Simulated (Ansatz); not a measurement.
GaAs under load (space group I-4m2), r2SCAN with spin-orbit coupling, rigid bands run with Ansatz (a program for electronic structure). Condition of this run: biaxial stress in (001) of -3.6 GPa (compression positive) (the target of the relaxation). Band gap 0.38 eV, N_c = 1.83e17 cm⁻³ and N_v = 1.86e18 cm⁻³ at 300 K, conductivity masses along x (a = (0.00, 2.93, 2.73) Å; b = (2.93, 0.00, 2.73) Å; c = (2.93, 2.93, 0.00) Å) of 0.0470 mₑ (electrons) and 0.355 mₑ (holes). Take k_BT = 0.02585 eV.

Question: What thermal injection velocity √(2k_BT/πm) limits a ballistic channel along the direction named?

Answer: 2.48e7 cm/s for electrons and 9.03e6 cm/s for holes, a ratio of √(m_h/m_e) = 2.75, for dilute carriers.

Question: A film of it is 8 nm thick, with its normal along the direction named. Estimate the confinement energies in an infinite well.

Answer: ħ²π²/(2m t²) = 0.376 eV·nm²/(m/mₑ × t²) gives 125 meV for electrons and 16.6 meV for holes, so the gap would widen to about 0.52 eV. Finite barriers and nonparabolic bands lower this, and with several valleys or bands the heaviest mass along the normal sets the lowest level, not this average.

Question: Find the intrinsic carrier density and the intrinsic Fermi level.

Answer: n_i = √(N_c N_v) exp(−E_g/2k_BT) = 5.83e17 × exp(−7.35) = 3.8e14 cm⁻³. The level lies (k_BT/2) ln(N_v/N_c) = 30 meV from mid-gap (positive towards the conduction band). Each 0.1 eV added to the gap lowers n_i by a factor of 6.9.

Rigid bands with the computed gap; masses take one relaxation time for all states. Geometry: cell and atoms relaxed with PBEsol.
